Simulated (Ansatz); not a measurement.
**The (311) surface of germanium in its 1x1 cell, relaxed from an ideal cut (the real face may reconstruct), outermost plane spacing 1.30 Å in the ideal cut**

These are r2SCAN, at the PBE geometry (plane waves to 500 eV, PAW; Ansatz, a program for electronic structure) values and carry that method's errors.

Set-up: 14 atoms, 11.7 Å thick at the start; mesh 7x4x1; 0.025 eV smearing; dipole correction on; single point; on the structure that PBE left under its start's symmetry; no spin (no spin-polarised run to compare, though such a face may carry moments), no spin-orbit, no U. The slab shows no gap on its mesh.

| Quantity | Result |
|---|---|
| surface energy (mean of both faces) | 1.33 J/m^2 |
| work function of the top face | 4.39 eV |
| cost | around 2.9 core-minutes (rough) |
